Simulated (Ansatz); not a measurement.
Electronic density of states of amorphous Hf18O37Mg, density 8.82 g/cm³, on a 2×2×2 Γ-centred mesh with a Gaussian width of 0.1 eV; energies count from the Fermi level, whose place inside the gap is arbitrary. Cell and mesh are small, so fine structure isn't converged. The numbers are results of PBE, scalar-relativistic without spin-orbit coupling (plane waves to 420 eV, PAW; Ansatz, a program for electronic structure), not measurements. Sampling: a 2×2×2 Γ-centred mesh; Fermi-Dirac width 0.02 eV; no spin polarisation. At PBE the levels at the filled edge of the gap are localised (band-tail or defect states), and the nearest spread-out levels lie 3.9 eV apart at the zone centre.

Preparation: random packing, a CHGNet melt and quench, and a DFT relaxation. O atoms were pushed apart under 1.9 Å during the dynamics, to hinder bonds among them. The hot cell started wider than the set density and was brought back towards it in steps. It is the lowest in DFT energy of 2 quenches. It is a model cell: composition and starting density were chosen by hand, and all elements were melted together. No dispersion term was used. Its density started from a set value of 8.82 and ended at 8.82 g/cm³. The simulated quench (nominally 380 K/ps over its main leg) is rapid and tends to freeze in more defects than a deposited or slowly cooled glass has. A cell of this size samples the disorder only roughly. The volume was held where the preparation left it, at a PBE pressure of -0.3 GPa (tension). Stress components on the final sampling reach 1.4 GPa.

(E - EF (eV), states/(eV atom)): (-12.00, 2.13); (-11.90, 0.32); (-11.80, 0.01); (-11.70, 0.00); (-11.60, 0.00); (-11.50, 0.00); (-11.40, 0.00); (-11.30, 0.00); (-11.20, 0.00); (-11.10, 0.00); (-11.00, 0.00); (-10.90, 0.00); (-10.80, 0.00); (-10.70, 0.00); (-10.60, 0.00); (-10.50, 0.00); (-10.40, 0.00); (-10.30, 0.00); (-10.20, 0.00); (-10.10, 0.00); (-10.00, 0.00); (-9.90, 0.00); (-9.80, 0.00); (-9.70, 0.00); (-9.60, 0.00); (-9.50, 0.00); (-9.40, 0.00); (-9.30, 0.00); (-9.20, 0.00); (-9.10, 0.00); (-9.00, 0.00); (-8.90, 0.00); (-8.80, 0.00); (-8.70, 0.00); (-8.60, 0.00); (-8.50, 0.00); (-8.40, 0.00); (-8.30, 0.00); (-8.20, 0.00); (-8.10, 0.00); (-8.00, 0.00); (-7.90, 0.00); (-7.80, 0.00); (-7.70, 0.00); (-7.60, 0.00); (-7.50, 0.00); (-7.40, 0.03); (-7.30, 0.13); (-7.20, 0.22); (-7.10, 0.22); (-7.00, 0.23); (-6.90, 0.34); (-6.80, 0.43); (-6.70, 0.53); (-6.60, 0.57); (-6.50, 0.61); (-6.40, 0.68); (-6.30, 0.74); (-6.20, 0.81); (-6.10, 0.94); (-6.00, 0.93); (-5.90, 0.79); (-5.80, 0.78); (-5.70, 0.78); (-5.60, 0.81); (-5.50, 0.87); (-5.40, 0.87); (-5.30, 0.85); (-5.20, 0.79); (-5.10, 0.81); (-5.00, 0.84); (-4.90, 0.85); (-4.80, 0.86); (-4.70, 0.80); (-4.60, 0.77); (-4.50, 0.81); (-4.40, 0.83); (-4.30, 0.88); (-4.20, 0.92); (-4.10, 0.85); (-4.00, 0.83); (-3.90, 0.89); (-3.80, 0.99); (-3.70, 0.99); (-3.60, 0.98); (-3.50, 1.01); (-3.40, 0.99); (-3.30, 1.03); (-3.20, 1.00); (-3.10, 0.86); (-3.00, 0.78); (-2.90, 0.83); (-2.80, 0.86); (-2.70, 0.88); (-2.60, 0.79); (-2.50, 0.65); (-2.40, 0.57); (-2.30, 0.41); (-2.20, 0.28); (-2.10, 0.26); (-2.00, 0.19); (-1.90, 0.15); (-1.80, 0.18); (-1.70, 0.06); (-1.60, 0.00); (-1.50, 0.00); (-1.40, 0.00); (-1.30, 0.00); (-1.20, 0.00); (-1.10, 0.00); (-1.00, 0.00); (-0.90, 0.00); (-0.80, 0.00); (-0.70, 0.00); (-0.60, 0.00); (-0.50, 0.00); (-0.40, 0.00); (-0.30, 0.00); (-0.20, 0.00); (-0.10, 0.00); (0.00, 0.00); (0.10, 0.00); (0.20, 0.00); (0.30, 0.00); (0.40, 0.00); (0.50, 0.00); (0.60, 0.00); (0.70, 0.00); (0.80, 0.00); (0.90, 0.00); (1.00, 0.00); (1.10, 0.00); (1.20, 0.00); (1.30, 0.00); (1.40, 0.00); (1.50, 0.00); (1.60, 0.00); (1.70, 0.03); (1.80, 0.13); (1.90, 0.18); (2.00, 0.19); (2.10, 0.30); (2.20, 0.34); (2.30, 0.43); (2.40, 0.50); (2.50, 0.50); (2.60, 0.49); (2.70, 0.56); (2.80, 0.64); (2.90, 0.64); (3.00, 0.65); (3.10, 0.71); (3.20, 0.69); (3.30, 0.70); (3.40, 0.73); (3.50, 0.72); (3.60, 0.74); (3.70, 0.74); (3.80, 0.77); (3.90, 0.78); (4.00, 0.73); (4.10, 0.69); (4.20, 0.64); (4.30, 0.66); (4.40, 0.71); (4.50, 0.64); (4.60, 0.64); (4.70, 0.65); (4.80, 0.56)

The level gap on this mesh is 3.57 eV; the broadening fills part of it in the curve.
